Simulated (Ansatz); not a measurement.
Tunnelling through a barrier is set by its complex band structure: the current falls as exp(−2κd) with the smallest κ.

Here is the system:

```xyz
6
Lattice="2.6935 0.0000 0.0000 0.0000 4.2332 0.0000 0.0000 0.0000 4.2332" Properties=species:S:1:pos:R:3 pbc="T T T"
Si     1.3467     2.1166     2.1166
Si     0.0000     0.0000     0.0000
O      0.0000     2.9343     2.9343
O      0.0000     1.2989     1.2989
O      1.3467     0.8177     3.4155
O      1.3467     3.4155     0.8177
```

Space group of this cell: P4_2/mnm, rutile. The cell is taken as given; by PBEsol its mean pressure is -6.6 GPa.

Transport runs along the normal of the first two printed cell vectors, the (100) plane of the conventional cell.

The gap is the functional's own, uncorrected, and κ follows it; spin-orbit coupling is left out. Mid-gap values are interpolated between the computed energies.

Problem. Estimate the band gap and the smallest decay constant κ at mid-gap that Ansatz (an electronic-structure program) with PBEsol returns for this system.

Solution. Gap 4.98 eV on a 12×8×8 mesh; κ = 0.380 1/Å, at the zone centre.
